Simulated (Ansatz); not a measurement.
Base system: TiC in the rock salt structure (space group Fm-3m, No. 225; a = 4.2934 Å; relaxed with 0.1 eV smearing).

Structures relaxed with PBEsol/PAW in Ansatz (a quantum-chemistry and plane-wave program), no spin-orbit coupling.

Base:

Simulated powder pattern, Cu Kα1, λ = 1.54056 Å (kinematic, ideal powder, no thermal factors, no anomalous dispersion; the 14 strongest lines at most, above 2 %, up to 2θ = 90°):

```tsv
2θ (°)	I/Imax (%)	hkl
36.21	87	(111)
42.06	100	(200)
60.99	57	(220)
73.03	30	(311)
76.85	18	(222)
```

Now apply this change: the cell is scaled by 1.0250 in all directions; the atoms relax in the strained cell.

After the change:

Simulated powder pattern, Cu Kα1, λ = 1.54056 Å (kinematic, ideal powder, no thermal factors, no anomalous dispersion; the 14 strongest lines at most, above 2 %, up to 2θ = 90°):

| 2θ (°) | I/Imax (%) | hkl |
|---|---|---|
| 35.30 | 86 | (111) |
| 40.98 | 100 | (200) |
| 59.35 | 57 | (220) |
| 70.98 | 30 | (311) |
| 74.65 | 18 | (222) |
| 88.88 | 8.3 | (400) |

The indices refer to the base's conventional cell; one index is shown for lines that coincide.

No phonon test of stability was made. The final runs are not spin-polarised.
